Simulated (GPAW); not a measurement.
```xyz
4
Lattice="-2.4504 2.4504 4.9204 2.4504 -2.4504 4.9204 2.4504 2.4504 -4.9204" Properties=species:S:1:pos:R:3 pbc="T T T"
Na     0.0000     2.4504     2.4602
Na     2.4504     0.0000     2.4602
Na     0.0000     0.0000     4.9204
Tl     0.0000     0.0000     0.0000
```

Level of theory: LDA (Perdew-Wang 92), GPAW PAW datasets LDA (gpaw-data 1.0.1) (plane waves; GPAW 25.7.0).

The set-up and first iterations of a GPAW log for Na₃Tl (I4/mmm, 4 atoms in the cell):

```
Input parameters:
  convergence: {density: 1e-05}
  kpts: {gamma: True,
         size: (6, 6, 6)}
  maxiter: 150
  mode: {ecut: 850.0,
         name: pw}
  nbands: -10
  occupations: {name: methfessel-paxton,
                order: 0,
                width: 0.272}
  symmetry: {symmorphic: False,
             tolerance: 0.0005}

species:
  Na:
    name: Sodium
    Z: 11.0
    valence: 7
    core: 4
    charge: 0.0
    file: Na.LDA.gz

    # Using partial waves for Na as LCAO basis

  Tl:
    name: Thallium
    Z: 81.0
    valence: 13
    core: 68
    charge: 0.0
    file: Tl.LDA.gz

    # Using partial waves for Tl as LCAO basis

Reference energy: -562943.963151  # eV

Spin-paired calculation

Convergence criteria:
 Maximum [total energy] change in last 3 cyles: 0.0005 eV / valence electron
 Maximum integral of absolute [dens]ity change: 1e-05 electrons / valence electron
   [... lines left out ...]
  width: 0.2720  # eV
  order: 0

Eigensolver

Densities:
  Coarse grid: 42*42*42 grid
  Fine grid: 84*84*84 grid
  Total Charge: 0.000000

Density mixing:
  Method: separate
  Backend: pulay
  Linear mixing parameter: 0.05
  old densities: 5
  Damping of long wavelength oscillations: 50

Hamiltonian:
  XC and Coulomb potentials evaluated on a 84*84*84 grid
  External potential:
    NoExternalPotential

Number of atoms: 4
Number of atomic orbitals: 30
Number of bands in calculation: 27
Number of valence electrons: 34
Bands to converge: occupied

Density initialized from atomic densities
  27 bands from LCAO basis set

Atomic positions and initial magnetic moments

Positions:
   0 Na     0.000000    2.450435    2.460224    ( 0.0000,  0.0000,  0.0000)
   1 Na     2.450435    0.000000    2.460224    ( 0.0000,  0.0000,  0.0000)
   2 Na     0.000000    0.000000    4.920447    ( 0.0000,  0.0000,  0.0000)
   3 Tl     0.000000    0.000000    0.000000    ( 0.0000,  0.0000,  0.0000)

Unit cell:
           periodic     x           y           z      points  spacing
  1. axis:    yes   -2.450435    2.450435    4.920447    42     0.1045
  2. axis:    yes    2.450435   -2.450435    4.920447    42     0.1045
  3. axis:    yes    2.450435    2.450435   -4.920447    42     0.0825

  Lengths:   6.018311   6.018311   6.018311
  Angles:  131.946480 131.946480  70.313569

Effective grid spacing dv^(1/3) = 0.1168
     iter     time        total  log10-change:
                         energy   eigst   dens
iter:   1 --:--:--    -8.216264
iter:   2 --:--:--    -8.195075   -1.65  -1.56
iter:   3 --:--:--    -8.038911   -1.68  -1.58
iter:   4 --:--:--    -8.078621   -2.37  -1.93
iter:   5 --:--:--    -8.030008   -2.76  -2.16
iter:   6 --:--:--    -8.036706   -3.53  -2.59
iter:   7 --:--:--    -8.032477c  -4.27  -2.65
iter:   8 --:--:--    -8.029588c  -3.60  -2.86
iter:   9 --:--:--    -8.029569c  -5.27  -3.48
iter:  10 --:--:--    -8.029542c  -5.89  -3.43
iter:  11 --:--:--    -8.029518c  -5.92  -3.58
iter:  12 --:--:--    -8.029503c  -6.72  -3.83
iter:  13 --:--:--    -8.029577c  -6.01  -3.84
iter:  14 --:--:--    -8.029502c  -5.21  -3.69
iter:  15 --:--:--    -8.029493c  -6.70  -3.84
iter:  16 --:--:--    -8.029492c  -8.67c -3.91
iter:  17 --:--:--    -8.029485c  -7.03  -3.94
iter:  18 --:--:--    -8.029483c  -8.16c -4.08
```

Will this run converge, and how will it end?

The run converged in 27 iterations. Its thresholds were met; that alone does not show that basis and mesh suffice. It ends on: free energy E − TS (from the program's reference atoms) -8.0657 eV; Fermi level (on the code's own zero) 1.99 eV; pressure -1.33 GPa. The log goes on:

```
iter:  19 --:--:--    -8.029482c  -7.23  -4.10
iter:  20 --:--:--    -8.029490c  -6.70  -4.15
iter:  21 --:--:--    -8.029490c  -8.47c -4.62
iter:  22 --:--:--    -8.029489c  -7.54c -4.62
iter:  23 --:--:--    -8.029491c  -7.31  -4.55
iter:  24 --:--:--    -8.029490c  -8.28c -4.70
iter:  25 --:--:--    -8.029491c  -8.93c -4.81
iter:  26 --:--:--    -8.029492c  -8.01c -4.86
iter:  27 --:--:--    -8.029493c  -9.14c -5.32c
Converged after 27 iterations.

Dipole moment: (0.000000, -0.000000, -0.000000) |e|*Ang

Energy contributions relative to reference atoms: (reference = -562943.963151)

Kinetic:         +2.383269
Potential:       -1.360905
External:        +0.000000
XC:              -9.007513
Entropy (-ST):   -0.072364
Local:           -0.008162
SIC:             +0.000000
--------------------------
Free energy:     -8.065675
Extrapolated:    -8.029493

Showing only first 2 kpts
 Kpt  Band  Eigenvalues  Occupancy
  0    15      2.12355    0.50318
  0    16      2.52039    0.00628
  0    17      3.43871    0.00000
  0    18      3.43871    0.00000

  1    15      1.31227    1.99961
  1    16      2.46666    0.01415
  1    17      2.61159    0.00134
  1    18      4.01626    0.00000

Fermi level: 1.99478

No gap
No difference between direct/indirect transitions
Energy (eV): -8.029493

Forces in eV/Ang:
  0 Na    0.00000    0.00000    0.00000
  1 Na    0.00000    0.00000    0.00000
  2 Na    0.00000    0.00000   -0.00000
  3 Tl   -0.00000   -0.00000   -0.00000

Stress tensor:
     0.008410     0.000000    -0.000000
     0.000000     0.008410    -0.000000
    -0.000000    -0.000000     0.008173
Stress (GPa, Voigt): [ 1.3474  1.3474  1.3094 -0.     -0.      0.    ]
```

For comparison: a first run was changed to give this one (lattice scaled by 0.98), and from it to this one the free energy goes down by 18.6 meV/atom and the pressure goes from -1.87 to -1.33 GPa.

The starting cell comes from a database of computed structures (which also holds hypothetical and non-ambient phases and stackings), without a prior relaxation at this level. Its lattice was rescaled by a random factor within 2.5 % of one. For this run, on top of that: lattice scaled by 0.98. Spin-orbit coupling is off.

The run was DFT LDA (Perdew-Wang 92), plane waves, GPAW PAW datasets LDA (gpaw-data 1.0.1). Main settings of its input:

- mode = pw
- ecut = 850 eV
- xc = LDA
- kpts = 6 6 6
- mesh shift (steps) = 0 0 0
- occupations.name = methfessel-paxton
- occupations.width = 0.272 eV
- occupations.order = 0
- nbands = -10
- convergence.density = 1e-05 e/electron
- symmetry.symmorphic = false
- symmetry.tolerance = 0.0005
